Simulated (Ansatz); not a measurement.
Density of states of ZnO (P6_3mc) below the valence band maximum, Ansatz (an electronic-structure program) with PBE with spin-orbit coupling, rigid bands; cell volume 47.1 Å³.

```
energy from edge (eV)  10⁻³ states/eV/cell
---------------------  -------------------
0.006                                 22.8
0.031                                  184
0.056                                  325
0.081                                  440
0.106                                  557
0.131                                  721
0.156                                  838
0.181                                  941
0.206                                 1030
0.231                                 1130
0.256                                 1210
0.281                                 1290
0.319                                 1410
0.344                                 1490
0.369                                 1570
0.394                                 1650
0.419                                 1730
0.444                                 1810
0.469                                 1890
0.494                                 1980
0.519                                 2060
0.544                                 2150
0.569                                 2240
0.594                                 2330
```

### Question
What effective density of states at 300 K does this give (∫ g(E) exp(−E/k_BT) dE, both spins, divided by the cell's size)?

### Answer
7.7e19 cm⁻³, a density-of-states mass of 2.1 mₑ, valleys and band degeneracy included.

Geometry: cell and atoms relaxed with PBEsol.
